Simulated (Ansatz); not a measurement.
Response to strain in ZrC

Consider ZrC in the rock salt structure (space group Fm-3m, No. 225; a = 4.709 Å; relaxed with 0.1 eV smearing).

Strains are applied to the cell and any free atomic positions relax.

All numbers come from PBE, PAW, 420 eV (Ansatz, an electronic-structure program; no spin-orbit coupling).

Notes on the quantities. energy relative to the base: free energy F.

```csv
change,pressure,energy relative to the base,shortest interatomic distance
base,0.0 GPa,0 meV/atom,235.4 pm
isotropic strain −3.00 %,24.4 GPa,+80 meV/atom,228.4 pm
isotropic strain −2.50 %,19.7 GPa,+55 meV/atom,229.6 pm
isotropic strain −1.00 %,?,?,233.1 pm
isotropic strain −0.50 %,3.4 GPa,+2.1 meV/atom,234.3 pm
isotropic strain +1.00 %,-6.2 GPa,+7.9 meV/atom,237.8 pm
isotropic strain +1.50 %,-9.1 GPa,+18 meV/atom,239.0 pm
isotropic strain +2.00 %,-11.7 GPa,+31 meV/atom,240.2 pm
isotropic strain +2.50 %,-14.2 GPa,+47 meV/atom,241.3 pm
isotropic strain +3.00 %,-16.4 GPa,+67 meV/atom,242.5 pm
```

**Question.** Complete the table.

**Answer.** 
- isotropic strain −1.00 %, pressure: 7.1 GPa
- isotropic strain −1.00 %, energy relative to the base: +8.4 meV/atom

No phonon test of stability was made. All final runs are without spin polarisation.
